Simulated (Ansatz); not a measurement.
# By hand: formation energy of Ba3PtC (anti-perovskite, Pm-3m) from the elements

We look at the formation energy of Ba3PtC (anti-perovskite, Pm-3m) from the elements. Reaction: C (graphite) + Pt (fcc) + 3 Ba (bcc) → Ba3PtC (anti-perovskite). Negative: the products are lower in energy. The value is per atom of the solid.

Ba3PtC (anti-perovskite, Pm-3m), 5 atoms in the cell; this is a cell from a database of computed structures that this text hasn't matched to a measured one. Conventional cell: a = 5.426 Å, b = 5.426 Å, c = 5.426 Å, α = 90.00°, β = 90.00°, γ = 90.00°.

Ansatz (an electronic-structure program) with PAW potentials; structures come from PBE+D3(BJ) relaxations, nuclei static, no net charge. Ansatz runs with its default PAW set. Other levels take these structures. The lattices are those relaxed with PBE+D3(BJ), so at other levels the solids can be strained, which adds to the spread. The runs are scalar-relativistic, without spin-orbit coupling.

Total energies of the cells in eV, at zero smearing width. They compare only within one column; the weights balance every element.

| cell | atoms | weight | r2SCAN+D4 | RPBE |
|---|---|---|---|---|
| Ba3PtC (anti-perovskite) | 5 | +4 | -30681.18358 | -30665.25442 |
| C (graphite) | 4 | −1 | -1006.96431 | -1008.87576 |
| Pt (fcc) | 1 | −4 | -12537.04176 | -12536.76142 |
| Ba (bcc) | 1 | −12 | -5964.48163 | -5959.16869 |

r2SCAN+D4: 4 × (-30681.18358) − (-1006.96431) − 4 × (-12537.04176) − 12 × (-5964.48163) = 4.177 eV; dividing by 20 atoms gives 0.21 eV/atom.

RPBE: 4 × (-30665.25442) − (-1008.87576) − 4 × (-12536.76142) − 12 × (-5959.16869) = 4.928 eV; dividing by 20 atoms gives 0.25 eV/atom.

What follows from the r2SCAN+D4 value: A formula unit of Ba3PtC has 5 atoms, so it forms with 0.2088 × 5 = 1.044 eV, or 100.7 kJ/mol at 96.485 kJ/mol per eV.
